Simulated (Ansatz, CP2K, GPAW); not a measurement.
# SnAu5 (R32, 6 atoms in the cell) computed with different codes at matched settings

Self-consistent single point.

```
SnAu5
1.0
    2.52523     1.45794     4.86447
   -2.52523     1.45794     4.86447
    0.00000    -2.91588     4.86447
Sn Au
1 5
Direct
  0.00000   0.00000   0.00000
  0.67015   0.67015   0.67015
  0.32985   0.32985   0.32985
  0.50000   0.17077   0.82924
  0.82924   0.50000   0.17077
  0.17077   0.82924   0.50000
```

Shared settings, as Ansatz (an electronic-structure program) writes them: kpoints.mp_grid.grid = 5 5 5; scf.occupations.method = gaussian; scf.occupations.width = 0.0073 Ry. Potentials and cutoffs stand in the table.

```tsv
code	model	pressure (GPa)	largest force (eV/Å)	cutoff
Ansatz	LDA (PW92), PAW files made with PBE	-3.95	0.064	30.9 Ry
GPAW	LDA (Perdew-Wang 92), GPAW PAW datasets LDA (gpaw-data 1.0.1)	-2.18	0.038	600 eV
CP2K	LDA (Pade form), GPW, DZVP-MOLOPT-SR-GTH basis, GTH-PADE potentials (GTH_POTENTIALS)	1.37	0.062	grid 500 Ry
```

Size of the force on each atom (eV/Å): Sizes of forces hide their directions.

| code | Sn1 | Au2 | Au3 | Au4 | Au5 | Au6 |
|---|---|---|---|---|---|---|
| Ansatz | 0.000 | 0.009 | 0.009 | 0.064 | 0.064 | 0.064 |
| GPAW | 0.000 | 0.033 | 0.033 | 0.038 | 0.038 | 0.038 |
| CP2K | 0.000 | 0.062 | 0.062 | 0.054 | 0.054 | 0.054 |

On Ansatz's run: spin-orbit coupling is off.

The spread over the programs that give each value: pressure within 5.32 GPa; largest force within 0.026 eV/Å.

CP2K uses small atom-centred bases, whose incompleteness enters pressures, forces and empty levels differently from a plane-wave cutoff. Ansatz's pressure is given at a fixed set of plane waves, as the other plane-wave codes print theirs; with its correction for the finite basis it is -3.91 GPa. In the pressure, CP2K (by 4.43) lies more than 1 GPa from the median of the plane-wave programs.

The starting cell comes from a database of computed structures (which also holds hypothetical and non-ambient phases and stackings), without a prior relaxation at this level. Its lattice was rescaled by a random factor within 2.5 % of one.

Keys are those of Ansatz 0.2.
